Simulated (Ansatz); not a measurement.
# fluorite (0 0 1) on diamond (0 0 1) (film strained to the substrate, faces as cut)

A periodic stack without vacuum, fluorite (0 0 1) on diamond (0 0 1) (film strained to the substrate, faces as cut): substrate slab C80, film Ca8F16, surface cells [[-3, -1], [-1, -2]] and [[0, -1], [2, 1]], film strained by +2.5 and +2.5 %, faces C/C and F/Ca as cut (like faces can put a slab off its formula).

The start was prepared with a machine-learned potential, and the result is one local minimum, with the in-plane cell held and forces under 0.04 eV/Å; the film can end far from its bulk form.

Values marked by level come from PBE (plane waves to 420 eV, PAW; Ansatz, a first-principles code); HSE06 (plane waves to 420 eV, PAW; Ansatz). Geometries and values that name no level are of the first. No spin–orbit coupling; PBE gaps are too small against experiment. Its k-point mesh 4×4×1, Fermi–Dirac width 0.05 eV. HSE06 ran on meshes of its own (9×9×9, 3×3×3); its edges and gaps are taken over the mesh and over extra points off it, mostly where PBE has its edges.

The interface area is 31.9 Å² and the period is 26.13 Å. The gaps between the outermost planes at the two interfaces is 1.32 and 1.93 Å and the C–Ca contacts across the interfaces within 1.22 times the sum of covalent radii is 7, mean 2.75 Å. The C–F contacts across the interfaces within 1.22 times the sum of covalent radii comes out as 3, mean 1.45 Å and the two interfaces comes out as unlike, so that offsets are their mean. The valence offset, film less substrate (PBE, at the middle of a substrate layer that carries a field) comes out as -3.88 eV and the valence offset, film less substrate (HSE06 edges on the PBE line-up, at the middle of a substrate layer that carries a field) is -4.86 eV. The conduction offset (HSE06 edges on the PBE line-up, at the middle of a substrate layer that carries a field) is -1.31 eV and the spin-polarised check at this geometry is keeps a moment, energy -0.04 eV. The slope of the mean potential energy in the substrate is -1.4 MV/cm × e.

```yaml
crystal:
  lattice:
    - [5.64618, -0.00222, 0.10292]
    - [-0.00169, 5.64310, 0.21325]
    - [0.29202, 0.61914, 26.17768]
  atoms:
    - { symbol: C, position: [0.86281, 0.70165, 0.06916] }
    - { symbol: C, position: [0.45000, 0.88741, 0.06983] }
    - { symbol: C, position: [0.64183, 0.28554, 0.06634] }
    - { symbol: C, position: [0.26389, 0.49348, 0.06569] }
    - { symbol: C, position: [0.04306, 0.07314, 0.06949] }
    - { symbol: C, position: [0.69314, 0.87697, 0.04213] }
    - { symbol: C, position: [0.21754, 0.91760, 0.04148] }
    - { symbol: C, position: [0.45514, 0.39010, 0.03250] }
    - { symbol: C, position: [0.10299, 0.68229, 0.03973] }
    - { symbol: C, position: [0.80511, 0.10255, 0.04452] }
    - { symbol: C, position: [0.94294, 0.36851, 0.13575] }
    - { symbol: C, position: [0.54860, 0.56516, 0.13760] }
    - { symbol: C, position: [0.73791, 0.96779, 0.13946] }
    - { symbol: C, position: [0.33621, 0.17113, 0.13776] }
    - { symbol: C, position: [0.14750, 0.76518, 0.13927] }
    - { symbol: C, position: [0.75224, 0.47929, 0.10052] }
    - { symbol: C, position: [0.36092, 0.67199, 0.10451] }
    - { symbol: C, position: [0.53196, 0.07976, 0.10515] }
    - { symbol: C, position: [0.14305, 0.27812, 0.10046] }
    - { symbol: C, position: [0.94725, 0.87455, 0.10856] }
    - { symbol: C, position: [0.83417, 0.64727, 0.20644] }
    - { symbol: C, position: [0.43332, 0.84808, 0.20673] }
    - { symbol: C, position: [0.63302, 0.24878, 0.20631] }
    - { symbol: C, position: [0.23380, 0.44787, 0.20633] }
    - { symbol: C, position: [0.03264, 0.04897, 0.20640] }
    - { symbol: C, position: [0.63801, 0.75638, 0.17280] }
    - { symbol: C, position: [0.23780, 0.95841, 0.17273] }
    - { symbol: C, position: [0.43798, 0.35819, 0.17198] }
    - { symbol: C, position: [0.03953, 0.55567, 0.17195] }
    - { symbol: C, position: [0.83647, 0.15995, 0.17194] }
    - { symbol: C, position: [0.92431, 0.32893, 0.27475] }
    - { symbol: C, position: [0.52420, 0.52906, 0.27479] }
    - { symbol: C, position: [0.72419, 0.92888, 0.27482] }
    - { symbol: C, position: [0.32437, 0.12887, 0.27478] }
    - { symbol: C, position: [0.12399, 0.72913, 0.27485] }
    - { symbol: C, position: [0.72862, 0.43859, 0.24059] }
    - { symbol: C, position: [0.32798, 0.63867, 0.24070] }
    - { symbol: C, position: [0.52943, 0.03838, 0.24066] }
    - { symbol: C, position: [0.12911, 0.23842, 0.24057] }
    - { symbol: C, position: [0.92872, 0.83849, 0.24061] }
    - { symbol: C, position: [0.81520, 0.60968, 0.34318] }
    - { symbol: C, position: [0.41470, 0.80983, 0.34319] }
    - { symbol: C, position: [0.61519, 0.20970, 0.34316] }
    - { symbol: C, position: [0.21565, 0.40967, 0.34310] }
    - { symbol: C, position: [0.01448, 0.00998, 0.34311] }
    - { symbol: C, position: [0.61947, 0.71929, 0.30902] }
    - { symbol: C, position: [0.21950, 0.91946, 0.30900] }
    - { symbol: C, position: [0.41981, 0.31924, 0.30894] }
    - { symbol: C, position: [0.01956, 0.51926, 0.30898] }
    - { symbol: C, position: [0.81966, 0.11930, 0.30894] }
    - { symbol: C, position: [0.90596, 0.29180, 0.41120] }
    - { symbol: C, position: [0.50454, 0.49188, 0.41169] }
    - { symbol: C, position: [0.70741, 0.88898, 0.41169] }
    - { symbol: C, position: [0.30574, 0.08975, 0.41110] }
    - { symbol: C, position: [0.10572, 0.69039, 0.41184] }
    - { symbol: C, position: [0.70995, 0.40082, 0.37736] }
    - { symbol: C, position: [0.31004, 0.60041, 0.37745] }
    - { symbol: C, position: [0.51097, 0.99935, 0.37734] }
    - { symbol: C, position: [0.11042, 0.20028, 0.37710] }
    - { symbol: C, position: [0.91077, 0.79968, 0.37743] }
    - { symbol: C, position: [0.79106, 0.56901, 0.48306] }
    - { symbol: C, position: [0.40337, 0.77111, 0.48226] }
    - { symbol: C, position: [0.59683, 0.17332, 0.47592] }
    - { symbol: C, position: [0.18502, 0.37276, 0.47933] }
    - { symbol: C, position: [0.00726, 0.97096, 0.47885] }
    - { symbol: C, position: [0.60182, 0.67981, 0.44739] }
    - { symbol: C, position: [0.20577, 0.87806, 0.44596] }
    - { symbol: C, position: [0.39733, 0.28217, 0.44451] }
    - { symbol: C, position: [0.99630, 0.48356, 0.44638] }
    - { symbol: C, position: [0.80498, 0.08078, 0.44447] }
    - { symbol: C, position: [0.85338, 0.18441, 0.54611] }
    - { symbol: C, position: [0.44467, 0.36652, 0.54518] }
    - { symbol: C, position: [0.72971, 0.93989, 0.54415] }
    - { symbol: C, position: [0.31699, 0.11250, 0.54280] }
    - { symbol: C, position: [0.09936, 0.67476, 0.54650] }
    - { symbol: C, position: [0.68388, 0.34471, 0.51454] }
    - { symbol: C, position: [0.28692, 0.55505, 0.51720] }
    - { symbol: C, position: [0.49884, 0.97541, 0.51344] }
    - { symbol: C, position: [0.09047, 0.16054, 0.51390] }
    - { symbol: C, position: [0.89864, 0.77011, 0.51667] }
    - { symbol: Ca, position: [0.85521, 0.76045, 0.74855] }
    - { symbol: Ca, position: [0.37650, 0.26274, 0.75746] }
    - { symbol: Ca, position: [0.36335, 0.71391, 0.66178] }
    - { symbol: Ca, position: [0.85198, 0.22895, 0.64264] }
    - { symbol: Ca, position: [0.79221, 0.65642, 0.95864] }
    - { symbol: Ca, position: [0.32841, 0.18038, 0.95291] }
    - { symbol: Ca, position: [0.35592, 0.72318, 0.84640] }
    - { symbol: Ca, position: [0.84855, 0.18962, 0.85996] }
    - { symbol: F, position: [0.03525, 0.90700, 0.67594] }
    - { symbol: F, position: [0.66563, 0.49556, 0.69639] }
    - { symbol: F, position: [0.57725, 0.00849, 0.69893] }
    - { symbol: F, position: [0.27385, 0.65453, 0.75385] }
    - { symbol: F, position: [0.66583, 0.84879, 0.59740] }
    - { symbol: F, position: [0.16187, 0.36665, 0.68593] }
    - { symbol: F, position: [0.05289, 0.59218, 0.59715] }
    - { symbol: F, position: [0.49239, 0.41977, 0.59802] }
    - { symbol: F, position: [0.07886, 0.87349, 0.90496] }
    - { symbol: F, position: [0.55040, 0.45766, 0.90557] }
    - { symbol: F, position: [0.58151, 0.94141, 0.91055] }
    - { symbol: F, position: [0.98047, 0.33337, 0.93668] }
    - { symbol: F, position: [0.60504, 0.98801, 0.80452] }
    - { symbol: F, position: [0.19061, 0.37705, 0.83845] }
    - { symbol: F, position: [0.07881, 0.99638, 0.79749] }
    - { symbol: F, position: [0.68372, 0.47980, 0.80403] }
```
